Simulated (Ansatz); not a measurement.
Amorphous Ga$_{24}$O$_{39}$Mo, 64 atoms at 4.95 g/cm³, one PBE-relaxed geometry, zone centre. Methods: PBE, scalar-relativistic without spin-orbit coupling (Ansatz, an electronic-structure program); r2SCAN, scalar-relativistic without spin-orbit coupling (Ansatz); HSE06, scalar-relativistic without spin-orbit coupling (Ansatz). Plane waves to 420 eV (r2SCAN 500 eV); exact exchange is cut at the cell's faces. At PBE the levels at the filled edge of the gap are localised (band-tail or defect states), and the nearest spread-out levels lie 1.9 eV apart at the zone centre. The higher rungs were started with moments on some atoms, which died out.

A CHGNet melt-quench gave the starting glass, which DFT then relaxed. O atoms were pushed apart under 1.9 Å during the dynamics, to hinder bonds among them. The hot cell started wider than the set density and was brought back towards it in steps. It is the lowest in DFT energy of 2 quenches. It is a model cell: composition and starting density were chosen by hand, and all elements were melted together. No dispersion term was used. Its density started from a set value of 4.95 and ended at 4.95 g/cm³. Cooling (nominally 220 K/ps over its main leg) ran many orders faster than in experiment, which tends to leave more defects and strain. One small periodic cell is one sample of the glass; other quenches scatter about these values. The volume was held where the preparation left it and the shape relaxed, at a PBE pressure of 0.2 GPa.

The relaxation ran on the zone centre alone. At PBE the level gap is 1.57 eV on a 2×2×2 Γ-centred mesh, and the spacing at the zone centre alone 1.59 eV.

### Question
What zone-centre spacing does r2SCAN give, roughly?

### Answer
2.14 eV (+0.55 eV against PBE).

### Question
What zone-centre spacing does HSE06 give, roughly?

### Answer
3.30 eV (+1.70 eV against PBE).

The highest filled and the lowest empty state spread over these numbers of atoms (participation numbers): PBE: 6.0 and 57.3; r2SCAN: 6.3 and 56.9; HSE06: 5.8 and 57.0.
